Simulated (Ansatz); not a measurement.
## Li$_{2}$S in the anti-fluorite structure (space group Fm-3m, No. 225)

```xyz
3
Lattice="0.0000 2.8275 2.8275 2.8275 0.0000 2.8275 2.8275 2.8275 0.0000" Properties=species:S:1:pos:R:3 pbc="T T T"
Li     1.4137     1.4137     1.4137
Li     4.2412     4.2412     4.2412
S      0.0000     0.0000     0.0000
```

All numbers come from PBEsol, PAW, 420 eV (Ansatz, an electronic-structure program; spin-orbit coupling left out). k-mesh 10×10×10 (Γ-centred); smearing 0.05 eV (Fermi–Dirac).

| Quantity | Result |
|---|---|
| Volume per atom | 15.07 Å³ |
| Density | 1.69 g/cm³ |
| Band gap | 3.20 eV, indirect, Γ → X |
| Electron mass | 0.62 mₑ along k, 0.33 mₑ across |
| Hole mass (degenerate bands, along [100]) | 0.47, 0.91, 0.91 mₑ |
| Lowest conduction-band minima above the VBM | X along ⟨100⟩ 3.20 eV; Γ 4.21 eV |
| Total energy | -431.654 eV/atom (σ→0; compares only within this code and set-up) |

Masses are band curvatures over ±0.01 Å⁻¹ around the edge. Along k means along the line from Γ to the band edge. Whether these cells are dynamically stable was not tested.
